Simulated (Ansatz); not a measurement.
The parent structure is C in the graphite type structure (space group P6_3/mmc, No. 194; layered, stacked along the Cartesian z axis).

```xyz
4
Lattice="2.4650 0.0000 0.0000 -1.2325 2.1347 0.0000 0.0000 0.0000 6.7289" Properties=species:S:1:pos:R:3 pbc="T T T"
C      0.0000     0.0000     1.6822
C      0.0000     0.0000     5.0466
C      0.0000     1.4232     1.6822
C      1.2325     0.7116     5.0466
```

The values are results of Kohn–Sham DFT with the PBE-D3(BJ) functional, run in Ansatz (an electronic-structure program) with PAW and 420 eV plane waves, no SOC, earlier PAW set, not measurements.

For the base:

```
Property    Value
--------  -------
Pressure  0.0 GPa
Band gap     zero
```

It is then changed as follows: every lattice vector is shortened by 0.96 %, atoms relaxed at fixed cell.

### Question
What happens to the energy relative to the base?

### Answer
The energy goes up by 7.0 meV/atom.

### Question
What does the calculation give for the pressure after the change?

### Answer
The pressure (mean of the normal stresses, compression positive) goes from zero to 9.0 GPa.

### Question
Estimate the effect on the band gap.

### Answer
The band gap stays zero.

The mesh was chosen for an insulator and is coarse for the gapless case. The cells carry an imposed strain or load. No phonon test of stability was made.
